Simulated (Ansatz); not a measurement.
# Competing hops of Y-vacancy pair in monoclinic HfO2, charge state +1

Consider Y-vacancy pair (Y on one host Hf site, one O site vacant) in monoclinic HfO2, charge state +1. The numbers are results of PBE, PAW (plane waves to 420 eV; Ansatz, an electronic-structure program), not measurements.

Cell of 96 host sites held at the relaxed PBE lattice; the Γ point alone; Fermi-Dirac width 0.01 eV, spin-restricted; finite-size errors left in. No zero-point or tunnelling terms. Spin-orbit coupling is left out. The charge state is imposed; whether it is stable for some Fermi level was not computed. Forms of the defect that were not tried may lie lower.

Barriers: single points on a 2×2×2 k-point mesh shifted by half a step at the bands' geometries.

```json
[
 {"Route": "a nearby O atom hops onto the vacant site (Y-vacancy distance between ideal sites 2.05 → 4.57 Å)", "Start site over the lowest site run (eV)": "0.07", "Hop (Å)": "2.06", "Forward barrier (eV)": "0.61", "Backward barrier (eV)": "0.67", "Neighbours at the start": "Hf at 2.07, Hf at 2.12, Hf at 2.17; O at 2.61, O at 2.69 Å", "Neighbours at the saddle": "2 Hf at 1.92 Å", "Saddle order": "not checked", "Forward, on the band's own sampling (eV)": "0.61"},
 {"Route": "a nearby O atom hops onto the vacant site (Y-vacancy distance between ideal sites 2.05 → 3.82 Å)", "Start site over the lowest site run (eV)": "0.07", "Hop (Å)": "2.32", "Forward barrier (eV)": "0.63", "Backward barrier (eV)": "0.41", "Neighbours at the start": "Hf at 2.06, Hf at 2.07, Hf at 2.23; O at 2.58, O at 2.64 Å", "Neighbours at the saddle": "Hf at 2.06, Hf at 2.40; O at 2.60, O at 2.61; Y at 2.45 Å", "Saddle order": "not checked", "Forward, on the band's own sampling (eV)": "0.64"},
 {"Route": "a nearby O atom hops onto the vacant site (Y-vacancy distance between ideal sites 2.05 → 2.15 Å)", "Start site over the lowest site run (eV)": "0.07", "Hop (Å)": "2.68", "Forward barrier (eV)": "0.91", "Backward barrier (eV)": "0.86", "Neighbours at the start": "Hf at 2.03, Hf at 2.08; Y at 2.24 Å", "Neighbours at the saddle": "Hf at 2.05, Hf at 2.65; O at 2.65; Y at 2.19 Å", "Saddle order": "not checked", "Forward, on the band's own sampling (eV)": "0.92"},
 {"Route": "a nearby O atom hops onto the vacant site (Y-vacancy distance between ideal sites 2.05 → 4.45 Å)", "Start site over the lowest site run (eV)": "0.07", "Hop (Å)": "2.44", "Forward barrier (eV)": "1.16", "Backward barrier (eV)": "0.95", "Neighbours at the start": "Hf at 2.04, Hf at 2.12, Hf at 2.18; O at 2.58, O at 2.64 Å", "Neighbours at the saddle": "Hf at 1.94 Å", "Saddle order": "not checked", "Forward, on the band's own sampling (eV)": "1.16"},
 {"Route": "a nearby O atom hops onto the vacant site (Y-vacancy distance between ideal sites 2.05 → 2.27 Å)", "Start site over the lowest site run (eV)": "0.07", "Hop (Å)": "2.22", "Forward barrier (eV)": "1.32", "Backward barrier (eV)": "0.32", "Neighbours at the start": "Hf at 2.08, Hf at 2.29, Hf at 2.34; O at 2.62, O at 2.68; Y at 2.28 Å", "Neighbours at the saddle": "Hf at 1.93; Y at 2.10 Å", "Saddle order": "not checked", "Forward, on the band's own sampling (eV)": "1.30"}
]
```

Paths come from nudged elastic bands with a climbing image.
